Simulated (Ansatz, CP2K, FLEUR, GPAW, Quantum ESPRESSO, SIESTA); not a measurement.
**Code comparison for Zr₂Sb₃Pd (P-4m2, 6 atoms in the cell)**

Self-consistent single point, at a second geometry (lattice scaled by 0.98). First geometry:

```
CELL_PARAMETERS angstrom
      3.96126     0.00000     0.00000
      0.00000     3.96126     0.00000
      0.00000     0.00000     8.73892
ATOMIC_POSITIONS crystal
  Zr 0.50000 0.00000 0.73919
  Zr 0.00000 0.50000 0.26081
  Sb 0.50000 0.00000 0.38377
  Sb 0.00000 0.50000 0.61623
  Sb 0.00000 0.00000 0.00000
  Pd 0.50000 0.50000 0.00000
```

Shared settings, as Ansatz (an electronic-structure program) writes them: kpoints.mp_grid.grid = 7 7 3; scf.occupations.method = gaussian; scf.occupations.width = 0.01 Ry. Potentials and cutoffs stand in the table.

```
code                                                                                                                                      model  ΔF from the first geometry (meV/atom)  pressure (GPa)  largest force (eV/Å)           cutoff
----------------  -----------------------------------------------------------------------------------------------------------------------------  -------------------------------------  --------------  --------------------  ---------------
Quantum ESPRESSO                                                                           PBEsol, GBRV 1.5 ultrasoft (PBESOL) pseudopotentials                                  -14.7            1.58                 0.065            40 Ry
CP2K                                                                 PBEsol, GPW, DZVP-MOLOPT-SR-GTH basis, GTH-PBE potentials (GTH_POTENTIALS)                                    8.7            4.68                 0.119      grid 500 Ry
FLEUR                                                                           PBEsol, all-electron FLAPW (FLEUR), scalar-relativistic valence                                      –               –                 0.054  Kmax 4.1 1/bohr
GPAW                                                                                      PBEsol, GPAW PAW datasets PBEsol (made by gpaw-setup)                                  -18.5            0.85                 0.056           550 eV
Ansatz                                                                                                          PBEsol, PAW files made with PBE                                  -15.6            1.45                 0.058          default
SIESTA            GGA PBEsol, numerical atomic orbitals TZP, PseudoDojo PBEsol standard norm-conserving potentials (rewritten from UPF to PSML)                                  -17.5            1.35                 0.077      grid 350 Ry
```

Size of the force on each atom (eV/Å): Sizes of forces hide their directions.

| code | Zr1 | Zr2 | Sb3 | Sb4 | Sb5 | Pd6 |
|---|---|---|---|---|---|---|
| Quantum ESPRESSO | 0.028 | 0.028 | 0.065 | 0.065 | 0.000 | 0.000 |
| CP2K | 0.081 | 0.081 | 0.119 | 0.119 | 0.000 | 0.000 |
| FLEUR | 0.028 | 0.028 | 0.054 | 0.054 | 0.000 | 0.000 |
| GPAW | 0.033 | 0.033 | 0.056 | 0.056 | 0.000 | 0.000 |
| Ansatz | 0.023 | 0.023 | 0.058 | 0.058 | 0.000 | 0.000 |
| SIESTA | 0.009 | 0.009 | 0.077 | 0.077 | 0.000 | 0.000 |

A dash marks a value that a program does not give, or that is left out as unsure.

On Ansatz's run: spin-orbit coupling is off. Spin polarisation is off.

The spread over the programs that give each value: ΔF from the first geometry within 27.2 meV/atom; pressure within 3.83 GPa; largest force within 0.065 eV/Å.

CP2K and SIESTA use small atom-centred bases, whose incompleteness enters pressures, forces and empty levels differently from a plane-wave cutoff. FLEUR treats all electrons, but the usual bases taken here (sphere radii, linearisation, local orbitals, empty states) were not tested for convergence, so the values are no reference for the others. Ansatz's pressure is given at a fixed set of plane waves, as the other plane-wave codes print theirs. In the pressure, CP2K (by 3.23) lies more than 1 GPa from the median of the plane-wave programs. In the force vectors, CP2K (by 0.110) lies more than 0.08 eV/Å from the median of the plane-wave programs.

The starting cell comes from a database of computed structures (which also holds hypothetical and non-ambient phases and stackings), without a prior relaxation at this level. For this run, on top of that: lattice scaled by 0.98.

Left out of this page: Elk (not drawn, or without a comparable value).

Keys are those of Ansatz 0.2.
